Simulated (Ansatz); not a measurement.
System: CdS (Fm-3m, No. 225, 2 atoms in the cell; start mp-370; high-pressure phase). Method: r²SCAN in Ansatz (plane waves, PAW).

Numerical settings: plane-wave cutoff 560 eV, 10×10×10 k mesh, Fermi–Dirac smearing 0.01 eV, scalar-relativistic PAW data made under PBE.

Cell (relaxed at this level):

```yaml
crystal:
  lattice:
    - [0.00000, 2.72682, 2.72682]
    - [2.72682, 0.00000, 2.72682]
    - [2.72682, 2.72682, 0.00000]
  atoms:
    - { symbol: Cd, position: [0.00000, 0.00000, 0.00000] }
    - { symbol: S, position: [0.50000, 0.50000, 0.50000] }
```

Predict the band gap and bulk modulus.


- band gap: 0.75 eV (on the SCF k mesh)
- bulk modulus: 82.5 GPa

Note: the relaxation could not lower the start's symmetry, so the cell can be a saddle point above a distorted one; the bulk modulus is −V dP/dV from two relaxed cells at ±2 % in volume.

Spin–orbit coupling is not included.

Computed values are for the static lattice.

A start named mp-… is a Materials Project structure, which need not be a measured phase.

Ansatz is an electronic-structure program.
